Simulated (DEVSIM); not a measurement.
System: Schottky contact on n-type Si, at 400 K.

Layer 1 from the left is Si, thickness (μm) 0.590, Nd (cm⁻³) 2.3e15, τn (s) 9.3e-6, τp (s) 9.3e-6.

Left contact: Schottky, work function 4.68 eV, emission velocity 4.2e6 cm/s. Right contact: ohmic. Voltage is applied to the left contact. Recombination: SRH at mid-gap, radiative, Auger. Mobility is μmin + (μ − μmin)/(1 + (N/Nref)^α).

This is a model device: material constants are rounded textbook-type values typed into the input, and sizes, dopings and lifetimes were drawn at random. Values at 300 K; Nc and Nv go as T^1.5, mobilities as T to minus their exponent, the gap by Varshni's rule with the affinity fixed.

Si: gap (eV) 1.124, affinity (eV) 4.05, permittivity 11.7, Nc (cm⁻³) 2.86e19, Nv (cm⁻³) 3.1e19, μn (cm²/Vs) 1417, μp (cm²/Vs) 470, μn,min 52, μp,min 45, Nref,n 9.7e16, Nref,p 2.2e17, αn 0.68, αp 0.72, T exponent of μn 2.3, T exponent of μp 2.2, B (cm³/s) 4.7e-15, Cn (cm⁶/s) 2.8e-31, Cp (cm⁶/s) 9.9e-32, Varshni α (eV/K) 0.000473, Varshni β (K) 636.

Model (solved in DEVSIM): 1D drift-diffusion, Boltzmann statistics, complete ionisation; no tunnelling, impact ionisation, image-force lowering or self-heating. Metal contacts follow the ideal Schottky-Mott rule: no Fermi-level pinning, no interface dipoles.

Question: What does the simulation give for the dark forward voltage at 100 A/cm², the potential step across the device at zero bias, the largest field in the device at zero bias, the dark forward voltage at 1 A/cm²?

Answer: dark forward voltage at 100 A/cm² 0.245 V; potential step across the device at zero bias 0.290 V; largest field in the device at zero bias 14000 V/cm; dark forward voltage at 1 A/cm² 0.061 V.
